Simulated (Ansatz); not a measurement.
Base system: Ti in the hcp (Mg type) structure (space group P6_3/mmc, No. 194; relaxed with 0.1 eV smearing).

```
CELL_PARAMETERS angstrom
      2.90164     0.00000     0.00000
     -1.45082     2.51289     0.00000
      0.00000     0.00000     4.59296
ATOMIC_POSITIONS crystal
  Ti 0.66667 0.33333 0.75000
  Ti 0.33333 0.66667 0.25000
```

Cartesian axes are those of the cell as printed.

The values are results of Ansatz (a quantum-chemistry and plane-wave program) PBEsol, scalar-relativistic without spin-orbit coupling, not measurements.

The change: the cell is compressed by 2.50 % along z with no lateral relaxation; the atoms relax in the strained cell.

Q: Predict the stress tensor and what it implies for the stiffness.

A: Stress of the strained cell less that of the base (GPa, compression positive):
```
    2.2     0.0     0.0
    0.0     2.2     0.0
    0.0     0.0     5.2
```

Then −Δσ_ii/ε with ε = -0.0250 gives secant stiffness values (nonlinear terms included at this strain): C33 ≈ 209 GPa, C13 ≈ 88 GPa and C23 ≈ 88 GPa.

As a check, the harmonic strain energy −½ V₀ Δσ:ε is 6.8 meV/atom; the computed energy rise is 6.7 meV/atom.

No phonon test of stability was made. All final runs are without spin polarisation.
